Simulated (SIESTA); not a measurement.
## Short convergence ladders for VW (Cmm2, 2 atoms in the cell)

```xyz
2
Lattice="1.5528 -2.2305 0.0000 1.5528 2.2305 0.0000 0.0000 0.0000 4.2928" Properties=species:S:1:pos:R:3 pbc="T T T"
V      0.0000     0.0000     0.0500
W      1.5528     0.0000     2.1464
```

Base method: GGA PBEsol, numerical atomic orbitals DZP, PseudoDojo PBEsol standard norm-conserving potentials (rewritten from UPF to PSML) (SIESTA).

Base settings: XC.functional = GGA; XC.authors = PBEsol; potentials = PseudoDojo PBEsol standard; PAO.BasisSize = DZP; PAO.EnergyShift = 0.01 Ry; MeshCutoff = 300 Ry; kgrid.MonkhorstPack = 6 6 4; OccupationFunction = MP; OccupationMPOrder = 0; ElectronicTemperature = 1160.45 K.

**The k-point mesh at a smearing width of 0.02 eV**

In this ladder: ElectronicTemperature = 232.09 K.

Only quantities that move along the ladder and can be compared are tabulated.

| kgrid.MonkhorstPack | free energy less the last step's (meV/atom) | pressure (GPa) | largest difference of a force vector from the last step's (eV/Å) |
|---|---|---|---|
| 5 5 3 | 56.39 | -11.40 | 0.088 |
| 6 6 3 | -6.50 | -9.86 | 0.086 |
| 7 7 4 | -9.05 | -10.83 | 0.080 |
| 8 8 5 | 3.04 | -10.59 | 0.025 |
| 10 10 6 | -0.48 | -10.82 | 0.026 |
| 12 12 7 | -3.36 | -10.74 | 0.006 |
| 14 14 9 | 2.94 | -10.68 | 0.000 |
| 21 21 12 | -0.72 | -10.74 | 0.004 |
| 25 25 15 | 0.00 | -10.71 | 0.000 |

Coarsest kgrid.MonkhorstPack that holds the pressure within 0.1 GPa of the last step, with all finer ones: 12 12 7; the step before is off by 0.12 GPa.

Coarsest kgrid.MonkhorstPack that holds the forces within 0.01 eV/Å of the last step, with all finer ones: 12 12 7; the step before is off by 0.026 eV/Å.

Coarsest kgrid.MonkhorstPack that holds the free energy within 2 meV/atom of the last step, with all finer ones: 21 21 12; the step before is off by 2.9 meV/atom.

**The k-point mesh at a smearing width of 0.3 eV**

In this ladder: ElectronicTemperature = 3481.36 K.

Only quantities that move along the ladder and can be compared are tabulated.

```tsv
kgrid.MonkhorstPack	free energy less the last step's (meV/atom)	pressure (GPa)	largest difference of a force vector from the last step's (eV/Å)
5 5 3	42.62	-10.31	0.087
6 6 3	-6.76	-9.82	0.060
7 7 4	-10.51	-10.43	0.054
8 8 5	5.89	-10.03	0.006
10 10 6	-1.05	-10.51	0.000
12 12 7	-1.28	-10.31	0.005
14 14 9	1.00	-10.24	0.004
21 21 12	-0.04	-10.31	0.001
25 25 15	0.00	-10.31	0.000
```

Coarsest kgrid.MonkhorstPack that holds the forces within 0.01 eV/Å of the last step, with all finer ones: 8 8 5; the step before is off by 0.054 eV/Å.

Coarsest kgrid.MonkhorstPack that holds the pressure within 0.05 GPa of the last step, with all finer ones: 21 21 12; the step before is off by 0.07 GPa.

Coarsest kgrid.MonkhorstPack that holds the free energy within 0.5 meV/atom of the last step, with all finer ones: 21 21 12; the step before is off by 1.00 meV/atom.

**The width of Gaussian smearing**

In this ladder: kgrid.MonkhorstPack = 10 10 7.

Narrow widths need finer meshes than wide ones, so the last steps can hold mesh noise.

Only quantities that move along the ladder and can be compared are tabulated; pressure and forces are left out, as mesh noise rules them at narrow widths.

| ElectronicTemperature | free energy less the last step's (meV/atom) |
|---|---|
| 11604.5 K | -218.47 |
| 5802.26 K | -56.37 |
| 3481.36 K | -21.31 |
| 2320.9 K | -9.81 |
| 1160.45 K | -2.31 |
| 580.23 K | 0.00 |

Widest ElectronicTemperature that holds the free energy within 5 meV/atom of the last step, with all finer ones: 1160.45 K; the step before is off by 9.8 meV/atom.

On the base run: the starting cell comes from a database of computed structures (which also holds hypothetical and non-ambient phases and stackings), without a prior relaxation at this level. Its lattice was rescaled by up to half a per cent. One atom was moved a little off its site on purpose. Spin polarisation is off. Values carry the incompleteness of an atom-centred basis. In the base run, with a pressure of about -10 GPa the cell is away from its equilibrium volume at this level. Without a gap this mesh is coarse (it stands for a supercell whose shortest vector is 16 Å).

Left out of this page: 2 runs of the series outside the window shown, repeating another row's setting, or not comparable.
